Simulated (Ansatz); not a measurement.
Take Li₃VS₄ (space group P-43m, No. 215; a = 5.8880 Å; a model cell, its experimental status unchecked) as the base. Axes: x, y, z lie along the cube axes.

Computed with Ansatz (a quantum-chemistry and plane-wave program), PBEsol, PAW, cutoff 420 eV, no spin-orbit coupling.

The change: uniaxial strain ε_zz = −2.34 %, all other strain components held at zero; the atoms relax in the strained cell.

Predict the stress tensor and what it implies for the stiffness.

Stress of the strained cell less that of the base (GPa, compression positive):
```
   0.05    0.00    0.00
   0.00    0.05    0.00
   0.00    0.00    0.81
```

Then −Δσ_ii/ε with ε = -0.0234 gives secant stiffness values (nonlinear terms included at this strain): C33 ≈ 35 GPa.

Whether these cells are dynamically stable was not tested. Starting moments died away, wholly or in part, for the base; another magnetic solution may exist. All final runs are without spin polarisation.
